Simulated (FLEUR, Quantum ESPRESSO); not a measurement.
A FLEUR input for a self-consistent single point of SrTe (Fm-3m, 2 atoms in the cell) (DFT, PBEsol, all-electron FLAPW (FLEUR), scalar-relativistic valence):

Input of the input generator:

```
SrTe
&input film=f /
-0.0000000000 3.3359940000 3.3359940000
3.3359940000 -0.0000000000 3.3359940000
3.3359940000 3.3359940000 -0.0000000000
1.8897261246
1.0 1.0 1.0

2
38 0.0000000000 0.0000000000 0.0000000000
52 0.5000000000 0.5000000000 0.5000000000

&comp jspins=1 /
&exco xctyp='PBEs' /
&kpt div1=9 div2=9 div3=9 /
&end /
```

```xml
<?xml version="1.0" encoding="UTF-8" standalone="no"?>
<fleurInput fleurInputVersion="0.39">
   <comment>
      SrTe                                                                                                
   </comment>
   <calculationSetup>
      <cutoffs Kmax="3.8" Gmax="15.2" GmaxXC="15.2" numbands="0"/>
      <scfLoop itmax="80" minDistance="0.00001" maxIterBroyd="99" imix="Anderson" alpha="0.05" precondParam="0.0" spinf="2.0"/>
      <coreElectrons ctail="T" frcor="F" kcrel="0" coretail_lmax="0"/>
      <xcFunctional name="PBEs" relativisticCorrections="F"/>
      <magnetism jspins="1"/>
      <soc l_soc="F" theta="0.0" phi="0.0" spav="F"/>
      <expertModes spex="0" secvar="F"/>
      <geometryOptimization l_f="T" forcealpha="1.0" forcemix="BFGS" epsdisp="0.00001" epsforce="0.00001"/>
      <ldaU l_linMix="F" mixParam="0.05" spinf="1.0"/>
   </calculationSetup>
   <cell>
      <bzIntegration valenceElectrons="26.0" mode="hist" fermiSmearingEnergy="0.00036749">
         <kPointListSelection listName="default-1"/>
         <!-- k-points included here -->
         <xi:include xmlns:xi="http://www.w3.org/2001/XInclude" href="kpts.xml"> </xi:include>
      </bzIntegration>
      <!-- symmetry operations included here -->
      <xi:include xmlns:xi="http://www.w3.org/2001/XInclude" href="sym.xml"> </xi:include>
      <bulkLattice scale="1.0">
         <bravaisMatrix>
            <row-1>    0.0000000000000000     6.3041150133088522     6.3041150133088522</row-1>
            <row-2>    6.3041150133088522     0.0000000000000000     6.3041150133088522</row-2>
            <row-3>    6.3041150133088522     6.3041150133088522     0.0000000000000000</row-3>
         </bravaisMatrix>
      </bulkLattice>
   </cell>
   <atomSpecies>
      <species name="Strontium (Sr)" element="Sr" atomicNumber="38">
         <mtSphere radius="2.63" gridPoints="925" logIncrement="0.014"/>
         <atomicCutoffs lmax="10" lnonsphr="8"/>
         <electronConfig flipSpins="F">
            <coreConfig>(1s1/2) (2s1/2) (2p1/2) (2p3/2) (3s1/2) (3p1/2) (3p3/2) (3d3/2) (3d5/2)</coreConfig>
            <valenceConfig>(4s1/2) (4p1/2) (4p3/2) (5s1/2)</valenceConfig>
         </electronConfig>
         <energyParameters s="5" p="5" d="4" f="4"/>
         <lo type="SCLO" l="0" n="4" eDeriv="0"/>
         <lo type="SCLO" l="1" n="4" eDeriv="0"/>
      </species>
      <species name="Tellurium (Te)" element="Te" atomicNumber="52">
         <mtSphere radius="2.63" gridPoints="925" logIncrement="0.014"/>
         <atomicCutoffs lmax="10" lnonsphr="8"/>
         <electronConfig flipSpins="F">
            <coreConfig>(1s1/2) (2s1/2) (2p1/2) (2p3/2) (3s1/2) (3p1/2) (3p3/2) (4s1/2) (3d3/2) (3d5/2) (4p1/2) (4p3/2)</coreConfig>
            <valenceConfig>(5s1/2) (4d3/2) (4d5/2) (5p1/2) (5p3/2)</valenceConfig>
            <stateOccupation state="(5p1/2)" spinUp="0.6666666666667" spinDown="0.6666666666667"/>
            <stateOccupation state="(5p3/2)" spinUp="1.3333333333333" spinDown="1.3333333333333"/>
         </electronConfig>
         <energyParameters s="5" p="5" d="5" f="4"/>
         <lo type="SCLO" l="2" n="4" eDeriv="0"/>
      </species>
   </atomSpecies>
   <atomGroups>
      <atomGroup species="Strontium (Sr)">
         <relPos label="                   1">.0000000000 .0000000000 .0000000000</relPos>
         <force calculate="T" relaxXYZ="TTT"/>
      </atomGroup>
      <atomGroup species="Tellurium (Te)">
         <relPos label="                   2">1.000/2.000 1.000/2.000 1.000/2.000</relPos>
         <force calculate="T" relaxXYZ="TTT"/>
      </atomGroup>
   </atomGroups>
   <output dos="F" band="F" slice="F">
      <checks vchk="F" cdinf="F"/>
      <bandDOS minEnergy="-.5*Htr" maxEnergy="0.5*Htr" sigma="0.015" storeEVData="T"/>
      <vacuumDOS vacdos="F" integ="F" star="F" nstars="0" locx1="0.0" locy1="0.0" locx2="0.0" locy2="0.0" nstm="0" tworkf="0.0"/>
      <unfoldingBand unfoldBand="F" supercellX="1" supercellY="1" supercellZ="1"/>
      <plotting iplot="0" polar="F">
         <plot TwoD="T" vec1="  1.0  0.0  0.0" vec2="  0.0  1.0  0.0" vec3="  0.0  0.0  1.0" zero="  0.0  0.0  0.0" file="plot"/>
      </plotting>
      <chargeDensitySlicing numkpt="0" minEigenval="0.0" maxEigenval="0.0" nnne="0" pallst="F"/>
      <specialOutput eonly="F"/>
      <magneticCircularDichroism mcd="F" energyLo="-10.0" energyUp="0.0"/>
   </output>
  <!-- We include the file relax.xml here to enable relaxations (see documentation) -->
  <xi:include xmlns:xi="http://www.w3.org/2001/XInclude" href="relax.xml"> <xi:fallback/> </xi:include>
</fleurInput>
```

Problem. Give the Quantum ESPRESSO input for the same structure, mesh, smearing and functional.

Solution. One input that does it (others would too):

```fortran
&control
   calculation = 'scf'
   prefix = 'scf'
   outdir = './tmp/'
   pseudo_dir = './'
   tprnfor = .true.
   tstress = .true.
/
&system
   ibrav = 2
   A = 6.67198800
   nat = 2
   ntyp = 2
   ecutwfc = 40
   ecutrho = 320
   occupations = 'smearing'
   smearing = 'fermi-dirac'
   degauss = 0.000734986
   input_dft = 'pbesol'
/
&electrons
   conv_thr = 1.0d-10
   mixing_beta = 0.7
/
ATOMIC_SPECIES
Sr    87.6200  Sr_pbe_v1.uspp.F.UPF
Te   127.6000  Te_pbe_v1.uspp.F.UPF
ATOMIC_POSITIONS angstrom
Sr    0.00000000    0.00000000    0.00000000
Te   -3.33599400    3.33599400    3.33599400
K_POINTS automatic
9 9 9  0 0 0
```

Basis settings and potentials, where a program has them, do not carry over. This input uses DFT, PBEsol, plane waves, SSSP 1.1.2 efficiency (PBE) pseudopotentials. Both were run: gap on the mesh 1.679 eV in FLEUR and 1.626 in Quantum ESPRESSO.

On FLEUR: the starting cell has typed, rounded lattice constants, without a prior relaxation at this level. Its lattice was rescaled by a random factor within 2.5 % of one. Spin-orbit coupling is off. Values depend on the basis (sphere radii, cutoffs, local orbitals), which need not be converged.

On Quantum ESPRESSO: the starting cell has typed, rounded lattice constants, without a prior relaxation at this level. Its lattice was rescaled by a random factor within 2.5 % of one. Spin-orbit coupling is off.
